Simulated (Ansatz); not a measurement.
Take PbO$_{2}$ in the rutile structure (space group P4_2/mnm, No. 136; a = 5.082 Å, c = 3.444 Å) as the base.

Computed with PBE, PAW, 420 eV (Ansatz, a first-principles code; scalar-relativistic without spin-orbit coupling).

Strains are applied to the cell and any free atomic positions relax.

One change was made to it. Results:

The pressure (mean of the normal stresses, compression positive) goes from zero to -2.0 GPa; the energy rises by 1.7 meV/atom; the band gap stays zero.

**Question.** Which change produced these results?
A) isotropic strain +0.60 %
B) isotropic strain +1.20 %
C) isotropic strain +2.40 %
D) isotropic strain +1.80 %

**Answer.** A, isotropic strain +0.60 %. For comparison, the energy relative to the base in the other runs: isotropic strain +2.40 % gives +26 meV/atom; isotropic strain +1.20 % gives +6.7 meV/atom; isotropic strain +1.80 % gives +15 meV/atom.

Spin-orbit coupling, missing from the scalar runs, can matter with Pb. Stability against distortions was not tested. The final runs are not spin-polarised. Gaps under 0.05 eV, about the width of the smearing, are given as zero. The zero or small gap of PbO2 can change with the level of theory.
